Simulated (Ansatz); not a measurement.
AlN (P6_3mc) under uniaxial stress along c (compression positive): electron conductivity mass by r2SCAN with spin-orbit coupling, rigid bands (plane waves, PAW; Ansatz, a quantum-chemistry and plane-wave program). The unloaded cell, whose axes the loads refer to:

```cif
data_Al2N2
_chemical_formula_sum 'Al2 N2'
_space_group_name_H-M_alt 'P 1'
_space_group_IT_number 1
_cell_length_a 3.11376
_cell_length_b 3.11376
_cell_length_c 4.98368
_cell_angle_alpha 90.000
_cell_angle_beta 90.000
_cell_angle_gamma 120.000
loop_
_space_group_symop_operation_xyz
  'x, y, z'
loop_
_atom_site_label
_atom_site_type_symbol
_atom_site_fract_x
_atom_site_fract_y
_atom_site_fract_z
_atom_site_occupancy
Al1 Al 0.33333 0.66667 0.99651 1
Al2 Al 0.66667 0.33333 0.49651 1
N1 N 0.33333 0.66667 0.37849 1
N2 N 0.66667 0.33333 0.87849 1
```

```tsv
uniaxial stress along c (compression positive) (GPa)	volume per atom (Å³)	electron conductivity mass (mₑ)
-18	10.84	0.296
-9	10.64	0.306
-4.5	10.55	0.310
0	10.46	?
4.5	10.37	0.317
9	10.28	0.321
```

Task: Fit a straight line to ln(electron conductivity mass) against the load over the rows given, and predict the row at 0 GPa.

Result: The means are x̄ = -3.600 GPa and ȳ = -1.1716; Σ(x − x̄)(y − ȳ) = 1.356 and Σ(x − x̄)² = 461.7, so the slope is 0.294 % per GPa, and the rows given lie within 0.35 % of the line. At 0 GPa the line gives 0.313 mₑ; the calculation gives 0.313 mₑ, 0.054 % from it.

Masses are for dilute carriers at 300 K, harmonic means over directions unless an axis is named. Stresses and pressures are the targets of the relaxation. The structure type is held at every load. Geometry: cell and atoms relaxed with PBEsol.
